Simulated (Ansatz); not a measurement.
Band structure of LaSiPt (I4_1md, 6 atoms in the cell).

```xyz
6
Lattice="-2.1712 2.1712 7.4298 2.1712 -2.1712 7.4298 2.1712 2.1712 -7.4298" Properties=species:S:1:pos:R:3 pbc="T T T"
La     0.0000     0.0000     4.9031
La     2.1712     0.0000     1.1882
Si     0.0000     0.0000    11.1393
Si     2.1712     0.0000     7.4243
Pt     0.0000     0.0000    13.6324
Pt     0.0000     2.1712     2.4877
```

Method of the run: PBEsol, PAW files made with PBE (plane waves; Ansatz, a first-principles code).

Settings: kpoints.mp_grid.grid = 6 6 6; hamiltonian.xc = pbesol; hamiltonian.pseudopotentials = {kind: paw} (an earlier, softer set of the program's PAW files); scf.occupations.method = fermi_dirac; scf.occupations.width = 0.1 eV; kpoints.band_path.npoints = 8.

The starting cell comes from a database of computed structures (which also holds hypothetical and non-ambient phases and stackings), without a prior relaxation at this level. Its lattice was rescaled by a random factor within 2.5 % of one. Spin-orbit coupling is off. Spin polarisation is off.

Levels in eV from the Fermi level, bands 30 to 37:
```json
[
 {"point": "Γ", "30": "-0.39", "31": "-0.39", "32": "0.25", "33": "0.34", "34": "0.34", "35": "0.59", "36": "0.74", "37": "1.95"},
 {"point": "X", "30": "-2.56", "31": "-1.24", "32": "-1.24", "33": "-0.59", "34": "-0.59", "35": "0.17", "36": "0.17", "37": "2.05"},
 {"point": "Y", "30": "-2.58", "31": "-1.20", "32": "-1.20", "33": "-0.59", "34": "-0.59", "35": "0.19", "36": "0.19", "37": "2.04"},
 {"point": "S", "30": "-1.88", "31": "-1.36", "32": "-0.89", "33": "-0.04", "34": "0.39", "35": "1.03", "36": "1.48", "37": "1.62"},
 {"point": "Z", "30": "-1.61", "31": "-0.40", "32": "-0.40", "33": "0.35", "34": "0.35", "35": "0.76", "36": "0.76", "37": "1.96"},
 {"point": "S1", "30": "-1.88", "31": "-1.36", "32": "-0.89", "33": "-0.04", "34": "0.39", "35": "1.03", "36": "1.48", "37": "1.62"},
 {"point": "N", "30": "-2.30", "31": "-0.86", "32": "-0.86", "33": "-0.44", "34": "0.85", "35": "0.87", "36": "1.30", "37": "1.62"},
 {"point": "P", "30": "-2.56", "31": "-1.23", "32": "-1.23", "33": "-0.61", "34": "-0.61", "35": "0.20", "36": "0.20", "37": "2.04"},
 {"point": "Y1", "30": "-2.58", "31": "-1.20", "32": "-1.20", "33": "-0.59", "34": "-0.59", "35": "0.19", "36": "0.19", "37": "2.04"}
]
```

Bands cross the Fermi level along this path, so the cell is metallic at this level.

Keys are those of Ansatz 0.2.
